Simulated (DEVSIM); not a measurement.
System: Au/SiO2/p-Si capacitor, at 300 K.

Layer 1 from the left is SiO2, thickness (nm) 30.0. Layer 2 from the left is Si, thickness (nm) 14000, Na (cm⁻³) 1.7e15.

Metal gate on the left, work function 5.1 eV. Fixed charge at the semiconductor interface 0 cm⁻² (in units of +e); no interface traps.

This is a model device: material constants are rounded textbook-type values typed into the input, and sizes, dopings and lifetimes were drawn at random. Values at 300 K.

SiO2: gap (eV) 9, affinity (eV) 0.9, permittivity 3.9. Si: gap (eV) 1.124, affinity (eV) 4.05, permittivity 11.7, Nc (cm⁻³) 2.86e19, Nv (cm⁻³) 3.1e19.

DEVSIM, 1D Poisson equation in equilibrium, Boltzmann statistics, complete ionisation; no quantum confinement or tunnelling. Metal contacts follow the ideal Schottky-Mott rule: no Fermi-level pinning, no interface dipoles.

Task: What does the simulation give for the threshold voltage (band bending 2φF), the flat-band voltage?

Result: threshold voltage (band bending 2φF) 0.96 V; flat-band voltage 0.18 V.
